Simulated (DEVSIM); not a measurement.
System: Si n-p junction from an implanted or diffused profile, at 300 K.

| layer (left to right) | material | thickness (μm) | Na (cm⁻³) | τn (s) | τp (s) |
|---|---|---|---|---|---|
| 1 | Si | 78.0 | 6.4e15 | 1.1e-6 | 1.1e-6 |

Added donor profile: 9.6e17 cm⁻³ × exp(−(x − 0.024 μm)²/(2·(0.13 μm)²)). Left contact: ohmic. Right contact: ohmic. Voltage is applied to the left contact. Recombination: SRH at mid-gap, radiative, Auger. Mobility is constant in doping.

The device is made up for the run: typed textbook-type constants, with dimensions and the other settings drawn at random. Values at 300 K; Nc and Nv go as T^1.5, mobilities as T to minus their exponent, the gap by Varshni's rule with the affinity fixed.

```tsv
parameter	Si
gap (eV)	1.124
affinity (eV)	4.05
permittivity	11.7
Nc (cm⁻³)	2.86e19
Nv (cm⁻³)	3.1e19
μn (cm²/Vs)	1417
μp (cm²/Vs)	470
T exponent of μn	2.3
T exponent of μp	2.2
B (cm³/s)	4.7e-15
Cn (cm⁶/s)	2.8e-31
Cp (cm⁶/s)	9.9e-32
Varshni α (eV/K)	0.000473
Varshni β (K)	636
```

Simulated with DEVSIM: 1D drift-diffusion, Boltzmann statistics, complete ionisation; no tunnelling, impact ionisation, image-force lowering or self-heating.

The temperature was swept, all else fixed.

```tsv
temperature (K)	potential step across the device at zero bias (V)	dark forward voltage at 1 A/cm² (V)	dark forward voltage at 100 A/cm² (V)
250	0.891	0.734	0.990
300	0.816	0.634	0.975
350	0.738	0.531	0.968
400	0.656	…	0.970
450	0.573	0.322	0.981
500	0.487	0.217	1.001
```

### Question
Complete the blanks.

### Answer

- 400, dark forward voltage at 1 A/cm² (V): 0.427
